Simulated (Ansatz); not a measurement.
## A computed series for hypothetical NiAs type KF: element substitutions

Take KF in the NiAs type structure (space group P6_3/mmc, No. 194; a = 3.6607 Å, c = 6.4794 Å; a hypothetical phase, not in the database extracts checked) as the base.

Each row replaces one element on all its sites; cell and atoms are relaxed.

All numbers come from Kohn–Sham DFT with the r2SCAN functional, run in Ansatz (an electronic-structure program) with PAW and 500 eV plane waves, spin-orbit coupling left out.

| change | lattice parameter a | band gap |
|---|---|---|
| base | 3.661 Å | 6.86 eV |
| K → H | 2.434 Å | 3.34 eV |
| F → I | 4.904 Å | 4.50 eV |
| K → Na | [?] | [?] |
| F → Cl | 4.345 Å | 5.76 eV |

Question: Some entries are withheld; estimate them.

Answer: 
- K → Na, lattice parameter a: 3.178 Å
- K → Na, band gap: 7.18 eV

Spin-orbit coupling, missing from the scalar runs, can matter with I. Stability against distortions was not tested. As relaxed here, HF, KI, NaF and KCl are hypothetical phases, not in the database extracts checked.
